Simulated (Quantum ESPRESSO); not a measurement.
Band structure of Zr (P6_3/mmc, 2 atoms in the cell).

```
CELL_PARAMETERS angstrom
      3.16732     0.00000     0.00000
     -1.58366     2.74298     0.00000
      0.00000     0.00000     5.05740
ATOMIC_POSITIONS crystal
  Zr 0.33333 0.66667 0.25000
  Zr 0.66667 0.33333 0.75000
```

Level of theory: PBE, GBRV 1.5 ultrasoft (PBE) pseudopotentials (plane waves; Quantum ESPRESSO).

Settings: ecutwfc = 40 Ry; ecutrho = 320 Ry; occupations = smearing; smearing = fd; degauss = 0.0036749 Ry; potentials = {Zr: zr_pbe_v1.uspp.F.UPF}; K_POINTS = automatic 16 16 9 0 0 0; nbnd = 24; conv_thr = 1e-11 Ry; mixing_beta = 0.7.

The starting cell comes from a database of computed structures (which also holds hypothetical and non-ambient phases and stackings), without a prior relaxation at this level. Its lattice was rescaled by a random factor within 2.5 % of one.

Levels in eV from the Fermi level, bands 9 to 16:
| point | 9 | 10 | 11 | 12 | 13 | 14 | 15 | 16 |
|---|---|---|---|---|---|---|---|---|
| Γ | -5.75 | -3.19 | 0.87 | 0.87 | 1.01 | 1.38 | 1.61 | 1.61 |
| M | -2.78 | -2.59 | -2.32 | -0.08 | 0.53 | 0.84 | 1.55 | 5.25 |
| K | -2.31 | -1.37 | -1.37 | -1.15 | 0.27 | 0.27 | 1.91 | 4.57 |
| A | -3.97 | -3.97 | 0.03 | 0.03 | 0.77 | 0.77 | 0.77 | 0.77 |
| L | -3.04 | -3.04 | -1.18 | -1.18 | 1.85 | 1.85 | 2.33 | 2.33 |
| H | -1.55 | -1.55 | -1.35 | -1.35 | 0.03 | 0.03 | 2.12 | 2.12 |

Bands cross the Fermi level along this path, so the cell is metallic at this level.
